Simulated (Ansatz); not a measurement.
**Mg2Sn: energy against strain**

Mg2Sn (antifluorite, Fm-3m, 25.596 Å³/atom at rest) under an equal strain ε in the (001) plane with the normal axis free, as in a coherent film. PBEsol in Ansatz, a plane-wave DFT program (PAW, default set), 420 eV, 15×15×15 Γ-centred mesh, Fermi-Dirac smearing 0.10 eV; ions are relaxed within the symmetry of each cell.

Here s stands for strain and y for E less E0.

```csv
strain (%),E less E0 (meV/atom)
-3.00,?
-1.50,3.09
-1.00,1.33
-0.50,0.32
0.00,0.00
0.50,0.35
1.00,1.35
1.50,2.96
```

Taking a parabola for y over the 7 complete rows: Least squares gives y = -0.002 - 0.0229·s + 1.3448·s². Residuals (row less fit): 0.032, -0.036, -0.026, 0.002, 0.027, 0.030, -0.029; standard error 0.037 (degrees of freedom: 4). Twice the quadratic coefficient over the volume, 2 × 1.3448 meV × 10⁴ × 0.1602 / 25.596 Å³, is twice the biaxial elastic modulus of this plane = 168 ± 2 GPa.

Problem. Estimate the missing y (s = -3.00); what did the run itself give?

Solution. y = -0.002 - 0.0229 × (-3.0) + 1.3448 × (-3.0)² = 12.170 meV/atom. The calculation gives 13.00 meV/atom, 0.830 meV/atom above the prediction (6.4 % of the range of y in the table). The row lies outside the fitted rows, so this is an extrapolation. From the scatter of the fitted rows alone, a prediction at this place has a standard error of 0.141 meV/atom, so the miss is 5.9 times that.

One order more, fitted to all 13 runs of the series, follows each within 0.01, so the miss is the next term of a smooth law. This level leaves no gap over 0.05 eV at strain -3.00, -1.50, -1.00, -0.50, 0.00, 0.50, 1.00, 1.50, where the mesh may be coarse. Rows are the converged runs of the series near zero and its far end; series whose fitted rows scatter by over a few per cent of the range, as at a crossing or softening among them, aren't shown in this form. Most that stay on the fit to the last digits aren't either.
